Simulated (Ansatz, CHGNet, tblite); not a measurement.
# Fluorite PbF₂ (high-temperature phase), elastic constant C11

Reference value: 96.1 ± 0.09 GPa (measured, room temperature, not corrected to a static lattice; as tabulated in Jamieson, Manghnani, Matsui, Ming, J. Geophys. Res. 91, 4643 (1986)).

```json
[
 {"level (code)": "GFN1-xTB (tblite)", "value (GPa)": "131", "cell (Å³/atom)": "15.74", "difference (%)": "+36"},
 {"level (code)": "CHGNet 0.3.0 (CHGNet)", "value (GPa)": "90.2", "cell (Å³/atom)": "18.02", "difference (%)": "-6.1"},
 {"level (code)": "LDA (Ansatz)", "value (GPa)": "124", "cell (Å³/atom)": "16.36", "difference (%)": "+29"},
 {"level (code)": "PBE (Ansatz)", "value (GPa)": "102", "cell (Å³/atom)": "18.01", "difference (%)": "+6.1"},
 {"level (code)": "r²SCAN (Ansatz)", "value (GPa)": "113", "cell (Å³/atom)": "17.30", "difference (%)": "+17.6"},
 {"level (code)": "HSE06 (Ansatz)", "value (GPa)": "110", "cell (Å³/atom)": "17.58", "difference (%)": "+14.5"},
 {"level (code)": "Hartree–Fock (Ansatz)", "value (GPa)": "104", "cell (Å³/atom)": "18.46", "difference (%)": "+8.2"}
]
```

The reference is not for a static lattice or low temperature, so close values are not ranked against it. Off by more than 25 % (a bound picked here): GFN1-xTB (+36 %), LDA (+29 %).

The measured value isn't corrected to a static lattice, so vibrations enter the comparison. A static lattice is as a rule stiffer than a warm one, by over a tenth in soft solids.  Density-functional levels without +SOC have no spin–orbit coupling. GFN1-xTB: the method was fitted mainly to molecules. GFN1-xTB: the run uses a supercell at the zone centre in place of a k mesh. Each level is taken at its own relaxed cell. Cutoffs and k meshes differ between the levels. Ansatz's density-functional and Hartree–Fock values are scalar-relativistic unless marked +SOC, with PAW data made under PBE.

Machine-learned potentials (CHGNet 0.3.0) are trained on DFT data, which may include these solids.

Differences are worked out from the printed values.

Ansatz is a program for electronic structure.
